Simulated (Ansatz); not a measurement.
Start from MgO in the wurtzite structure (space group P6_3mc, No. 186; a = 3.303 Å, c = 5.021 Å; a cell from a computed database, its experimental status unchecked). Axes: x lies along a and z along c of the hexagonal cell.

Now apply this change: strain tensor (xx, yy, zz, yz, xz, xy) = (−2.65, +0.53, −1.63, +0.38, −0.24, −0.96) %; the atoms relax in the strained cell.

Levels (all Ansatz, a first-principles code, PAW): PBEsol (420 eV, no spin-orbit coupling); r2SCAN (500 eV, no SOC); HSE06 (420 eV, scalar-relativistic without spin-orbit coupling).

At the geometry relaxed with PBEsol, these levels gave the following band gaps, in shuffled order: (a) 5.28 eV, (b) 4.34 eV, (c) 3.53 eV.

Match each gap to its level.

(a) HSE06; (b) r2SCAN; (c) PBEsol.

Single points use the geometry relaxed with PBEsol. No phonon test of stability was made. This is not the structure that MgO has at room temperature and ambient pressure.
